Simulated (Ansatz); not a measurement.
Hypothetical Pn-3m Mg2C under a change: uniaxial strain ε_yy = +3.31 %

Take Mg₂C (space group Pn-3m, No. 224; a = 4.8086 Å; a hypothetical phase, not in the database extracts checked) as the base. Axes: x, y, z lie along the cube axes.

One thing is altered: the cell is stretched by 3.31 % along y with no lateral relaxation; the atoms relax in the strained cell.

Method: Ansatz (a program for electronic structure), PBEsol, PAW, cutoff 420 eV, scalar-relativistic without spin-orbit coupling. Settings: 7×7×7 k-points, 0.05 eV Fermi–Dirac smearing.

```csv
quantity,base,changed,shift
volume per atom,18.53 Å³,19.14 Å³,+0.61 Å³
shortest interatomic distance,2.082 Å,2.105 Å,+0.023 Å
energy relative to the base (free energy F),0 meV/atom,+3.6 meV/atom,+3.6 meV/atom
band gap,zero,zero,–
"stress (xx, yy, zz, yz, xz, xy; compression positive) (rough)",–,"(-1.9, -1.8, -1.9, 0.0, 0.0, 0.0) GPa",–
```

Final structure:

```xyz
6
Lattice="4.8086 0.0000 0.0000 0.0000 4.9678 0.0000 0.0000 0.0000 4.8086" Properties=species:S:1:pos:R:3 pbc="T T T"
Mg     3.6065     3.7258     3.6065
Mg     3.6065     1.2419     1.2022
Mg     1.2022     3.7258     1.2022
Mg     1.2022     1.2419     3.6065
C      0.0000     0.0000     0.0000
C      2.4043     2.4839     2.4043
```

Cost of the whole job for the changed cell (relaxation, final SCF and bands): very roughly 12 core-seconds.

A case with no gap was solved on a k-mesh chosen for an insulator, which is coarse for it. Without a gap, meshes like the base's 7×7×7 leave anisotropic stresses uncertain by several tenths of a GPa, and small strain energies with them. Whether these cells are dynamically stable was not tested. The final runs are not spin-polarised. A zero or small gap of Mg2C can be the functional's error rather than a property of the material.
